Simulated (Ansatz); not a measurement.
**Ti, pressure series**

The reference is Ti in the hcp (Mg type) structure (space group P6_3/mmc, No. 194; a = 2.901 Å, c = 4.591 Å).

Cell and atoms are relaxed at each pressure.

The values are results of PBEsol (Ansatz, a program for electronic structure), without spin-orbit coupling, not measurements.

```
change             lattice parameter a  c/a ratio
-----------------  -------------------  ---------
base                           2.901 Å      1.582
pressure −2 GPa                2.918 Å      1.581
pressure −1 GPa                      ?      1.582
pressure 0.9 GPa               2.893 Å      1.583
pressure 2.1 GPa               2.884 Å      1.583
pressure 4.5 GPa                     ?          ?
pressure 9 GPa                 2.835 Å      1.586
pressure 15 GPa                2.798 Å      1.588
pressure 22.5 GPa              2.757 Å          ?
pressure 30 GPa                2.721 Å      1.595
```

Task: Some entries are withheld; estimate them.

Result: 
- pressure −1 GPa, lattice parameter a: 2.910 Å
- pressure 4.5 GPa, lattice parameter a: 2.866 Å
- pressure 4.5 GPa, c/a ratio: 1.584
- pressure 22.5 GPa, c/a ratio: 1.591

Load acts through the strain it causes; cell and atoms are relaxed under it. Stability against distortions was not tested. No other phases were tried under pressure. All final runs are without spin polarisation.
